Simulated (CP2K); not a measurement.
Band structure of BaS3 (P-42_1m, 8 atoms in the cell).

```
CELL_PARAMETERS angstrom
      7.09656     0.00000     0.00000
      0.00000     7.09656     0.00000
      0.00000     0.00000     4.30370
ATOMIC_POSITIONS crystal
  Ba 0.50000 0.50000 0.00000
  Ba 0.00000 0.00000 0.00000
  S  0.67788 0.82212 0.47519
  S  0.82212 0.32212 0.52481
  S  0.32212 0.17788 0.47519
  S  0.17788 0.67788 0.52481
  S  0.50000 0.00000 0.21151
  S  0.00000 0.50000 0.78849
```

Computed with PBEsol, GPW, DZVP-MOLOPT-SR-GTH basis, GTH-PBE potentials (GTH_POTENTIALS) in CP2K.

Settings: CUTOFF = 500 Ry; REL_CUTOFF = 50 Ry; KPOINTS/SCHEME = MONKHORST-PACK 3 3 5; XC_FUNCTIONAL = PBE:PBESOL; Ba/BASIS_SET = DZVP-MOLOPT-SR-GTH-q10; Ba/POTENTIAL = GTH-PBE-q10; S/BASIS_SET = DZVP-MOLOPT-SR-GTH-q6; S/POTENTIAL = GTH-PBE-q6; METHOD = GPW; EPS_DEFAULT = 1e-11; EXTRAPOLATION = USE_GUESS; NGRIDS = 5; SCF_GUESS = ATOMIC; EPS_SCF = 1e-07.

The starting cell comes from a database of computed structures (which also holds hypothetical and non-ambient phases and stackings), without a prior relaxation at this level. Its lattice was rescaled by a random factor within 2.5 % of one. Values carry the incompleteness of an atom-centred basis. The potentials were made for another functional than the one used.

Problem. Predict the gap along the standard path and the places of the band edges.

Solution. The gap along the path is 1.22 eV, from Γ to a point between Γ and Z; the smallest direct gap on it is 1.25 eV.

Levels in eV from the top of the valence band on the SCF mesh, bands 25 to 29:
```
point     25     26     27     28    29
-----  -----  -----  -----  -----  ----
Γ      -1.39  -1.33   0.00   0.00  1.25
X      -1.31  -1.31  -0.19  -0.19  1.91
M      -1.22  -1.22  -0.81  -0.81  1.67
Z      -1.73  -0.97  -0.56  -0.56  2.36
R      -1.62  -1.62  -0.45  -0.45  2.60
A      -1.45  -1.45  -0.47  -0.47  2.14
```

Higher empty bands are left out: an atom-centred basis made for the valence describes them poorly.
